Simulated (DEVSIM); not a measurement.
Device: illuminated Ge p-on-n cell, one wavelength, with a back-surface field, at 300 K.

| layer (left to right) | material | thickness (μm) | Nd (cm⁻³) | Na (cm⁻³) | τn (s) | τp (s) | absorption coefficient (cm⁻¹) |
|---|---|---|---|---|---|---|---|
| 1 | Ge | 0.740 | - | 1.8e18 | 1.2e-5 | 9.2e-7 | 1100 |
| 2 | Ge | 26.0 | 2.7e17 | - | 6.6e-5 | 6.6e-5 | 1100 |
| 3 | Ge | 0.440 | 4.8e18 | - | 6.6e-5 | 6.6e-5 | 1100 |

Left contact: ohmic, minority electron recombination velocity 10000 cm/s. Right contact: ohmic, minority hole recombination velocity 50000 cm/s. Voltage is applied to the left contact. Recombination: SRH at mid-gap, radiative, Auger. Light enters at the left, 1.8e17 photons cm⁻² s⁻¹, one pass, no reflection. Mobility is μmin + (μ − μmin)/(1 + (N/Nref)^α).

Constants are typed, rounded textbook-type inputs, not results; the design itself was drawn at random and stands for no fabricated device. Values at 300 K.

| parameter | Ge |
|---|---|
| gap (eV) | 0.664 |
| affinity (eV) | 4 |
| permittivity | 16 |
| Nc (cm⁻³) | 1.04e19 |
| Nv (cm⁻³) | 6e18 |
| μn (cm²/Vs) | 3900 |
| μp (cm²/Vs) | 1900 |
| μn,min | 150 |
| μp,min | 100 |
| Nref,n | 2.6e17 |
| Nref,p | 4e17 |
| αn | 0.56 |
| αp | 0.6 |
| B (cm³/s) | 6.4e-14 |
| Cn (cm⁶/s) | 1e-31 |
| Cp (cm⁶/s) | 1e-31 |

Simulated with DEVSIM: 1D drift-diffusion, Boltzmann statistics, complete ionisation; no tunnelling, impact ionisation, image-force lowering or self-heating.

The recombination velocity at the right contact was swept, all else fixed.

```csv
recombination velocity at the right contact (cm/s),dark forward voltage at 100 A/cm² (V),open-circuit voltage (V),short-circuit current (mA/cm²),fill factor
10,0.501,0.287,27.3,0.71
100,0.501,0.287,27.3,0.71
1000,0.500,0.286,27.3,0.71
10000,0.493,0.280,27.0,0.71
50000,0.481,0.265,26.0,0.70
1e5,0.475,0.258,25.4,0.69
1e6,0.463,0.244,23.6,0.68
1e7,0.461,0.242,23.3,0.68
```

From the first row to the last the dark forward voltage at 100 A/cm² goes from 0.501 to 0.461. From the first row to the last the open-circuit voltage goes from 0.287 to 0.242.
